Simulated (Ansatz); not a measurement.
# Pressure series in TiSe2

Take TiSe2 in the CdI2 type structure (space group P-3m1, No. 164; layered, stacked along the Cartesian z axis) as the base.

```yaml
crystal:
  lattice:
    - [3.48104, 0.00000, 0.00000]
    - [-1.74052, 3.01467, 0.00000]
    - [0.00000, 0.00000, 5.87186]
  atoms:
    - { symbol: Ti, position: [0.00000, 0.00000, 0.00000] }
    - { symbol: Se, position: [0.66667, 0.33333, 0.26465] }
    - { symbol: Se, position: [0.33333, 0.66667, 0.73535] }
```

Cell and atoms are relaxed at each pressure.

The values are results of PBE-D3(BJ) in Ansatz (plane waves to 420 eV, PAW, scalar-relativistic without spin-orbit coupling), not measurements.

| change | c/a ratio | shortest interatomic distance | density |
|---|---|---|---|
| base | 1.687 | 2.540 Å | 5.55 g/cm³ |
| pressure −2 GPa | 1.754 | 2.557 Å | 5.16 g/cm³ |
| pressure −1 GPa | 1.705 | 2.548 Å | 5.39 g/cm³ |
| pressure 1.8 GPa | 1.670 | 2.528 Å | 5.76 g/cm³ |
| pressure 4.2 GPa | 1.660 | 2.514 Å | 5.98 g/cm³ |
| pressure 9 GPa | 1.657 | 2.489 Å | 6.35 g/cm³ |
| pressure 18 GPa | 1.668 | 2.452 Å | 6.89 g/cm³ |
| pressure 30 GPa | 1.689 | 2.415 Å | 7.46 g/cm³ |
| pressure 45 GPa | … | … | … |
| pressure 60 GPa | 1.739 | 2.349 Å | 8.53 g/cm³ |

Question: Fill in the withheld entries from the trend.

Answer: 
- pressure 45 GPa, c/a ratio: 1.716
- pressure 45 GPa, shortest interatomic distance: 2.378 Å
- pressure 45 GPa, density: 8.04 g/cm³

Load acts through the strain it causes; cell and atoms are relaxed under it. Stability against distortions was not tested. Competing high-pressure phases were not computed. The final runs are not spin-polarised.

Ansatz is an electronic-structure program.
